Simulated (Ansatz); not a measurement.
# rutile TiO2 (0 0 1) on zinc-blende CdTe (0 0 1) (film strained to the substrate, started from cuts of the bulks and a machine-learned relaxation; slabs Cd4Te4 and Ti8O16, which can lie off the formulas)

A periodic stack without vacuum, rutile TiO2 (0 0 1) on zinc-blende CdTe (0 0 1) (film strained to the substrate, started from cuts of the bulks and a machine-learned relaxation; slabs Cd4Te4 and Ti8O16, which can lie off the formulas): substrate slab Cd4Te4, film Ti8O16, surface cells [[1, 0], [1, 1]] and [[0, 1], [-1, 0]], film strained by +0.8 and +0.8 %, outermost planes Te/Cd and OTi/OTi as cut, which need not be the usual terminations and can put a slab off its formula.

The start was prepared with a machine-learned potential, and the result is one local minimum, with the in-plane cell held and forces under 0.04 eV/Å; the film can end far from its bulk form.

Levels used, each named beside its values: PBE (plane waves to 420 eV, PAW; Ansatz, an electronic-structure program); HSE06 (plane waves to 420 eV, PAW; Ansatz). Geometries and values that name no level are of the first. Scalar-relativistic, without spin–orbit coupling. Its k-point mesh 5×5×1, Fermi–Dirac width 0.05 eV. HSE06 ran on meshes of its own (5×5×5, 4×4×5); its edges and gaps are taken over the mesh and over extra points off it, mostly where PBE has its edges.

```
Item                                                                                                                                                            Value
-----------------------------------------------------------------------------------------------------------------------------  --------------------------------------
interface area                                                                                                                                                21.9 Å²
period                                                                                                                                                        26.46 Å
heights between the nearest atoms of the two slabs at the two interfaces                                                                              1.07 and 2.62 Å
Cd–O contacts across the interfaces within 1.22 times the sum of covalent radii                                                                        2, mean 2.39 Å
Te–Ti contacts across the interfaces within 1.22 times the sum of covalent radii                                                                       1, mean 2.78 Å
PBE gap of the stack on the mesh, by band count                                                                                                               0.14 eV
two interfaces                                                                                                                 unlike, so that offsets are their mean
Fermi level over the substrate's valence edge (PBE)                                                                                                          +0.30 eV
valence offset, film less substrate (PBE, at the middle of a substrate layer that carries a field)                                                           -1.58 eV
conduction offset (PBE, at the middle of a substrate layer that carries a field)                                                                             -0.28 eV
valence offset, film less substrate (HSE06 edges on the PBE line-up, at the middle of a substrate layer that carries a field)                                -2.04 eV
conduction offset (HSE06 edges on the PBE line-up, at the middle of a substrate layer that carries a field)                                                  -0.12 eV
spin-polarised check at this geometry                                                                                                         falls back to no moment
slope of the mean potential energy in the substrate                                                                                                    -9.3 MV/cm × e
levels of the stack inside the substrate's PBE gap at the listed points (of the film's bands or of the interfaces)                                                  5
```

```yaml
crystal:
  lattice:
    - [4.68099, -0.00068, 0.02451]
    - [-0.00020, 4.67878, 0.15568]
    - [1.70267, -0.64068, 26.46693]
  atoms:
    - { symbol: Cd, position: [0.23343, 0.07540, 0.23532] }
    - { symbol: Cd, position: [0.83650, 0.58484, 0.10866] }
    - { symbol: Cd, position: [0.07407, 0.07811, 0.48512] }
    - { symbol: Cd, position: [0.70652, 0.56421, 0.36080] }
    - { symbol: Te, position: [0.29040, 0.57883, 0.17503] }
    - { symbol: Te, position: [0.72016, 0.08630, 0.05432] }
    - { symbol: Te, position: [0.17638, 0.57196, 0.42587] }
    - { symbol: Te, position: [0.71236, 0.06838, 0.30037] }
    - { symbol: Ti, position: [0.06823, 0.21985, 0.62387] }
    - { symbol: Ti, position: [0.51169, 0.64535, 0.57078] }
    - { symbol: O, position: [0.32847, 0.88040, 0.61854] }
    - { symbol: O, position: [0.69801, 0.86103, 0.52560] }
    - { symbol: O, position: [0.23479, 0.35336, 0.56025] }
    - { symbol: O, position: [0.74240, 0.48847, 0.61774] }
    - { symbol: Ti, position: [0.98453, 0.17747, 0.73570] }
    - { symbol: Ti, position: [0.53426, 0.70800, 0.68176] }
    - { symbol: O, position: [0.30066, 0.88405, 0.73067] }
    - { symbol: O, position: [0.82522, 0.99907, 0.67407] }
    - { symbol: O, position: [0.22474, 0.38742, 0.67466] }
    - { symbol: O, position: [0.69817, 0.49114, 0.73045] }
    - { symbol: Ti, position: [0.96029, 0.18803, 0.84572] }
    - { symbol: Ti, position: [0.46702, 0.68026, 0.79566] }
    - { symbol: O, position: [0.25030, 0.87769, 0.84242] }
    - { symbol: O, position: [0.77717, 0.98725, 0.78726] }
    - { symbol: O, position: [0.16857, 0.37619, 0.78716] }
    - { symbol: O, position: [0.65095, 0.47996, 0.84356] }
    - { symbol: Ti, position: [0.90701, 0.14565, 0.95307] }
    - { symbol: Ti, position: [0.43289, 0.66352, 0.91291] }
    - { symbol: O, position: [0.20045, 0.87973, 0.95533] }
    - { symbol: O, position: [0.73238, 0.97628, 0.89971] }
    - { symbol: O, position: [0.12938, 0.36448, 0.90080] }
    - { symbol: O, position: [0.63330, 0.46665, 0.95482] }
```
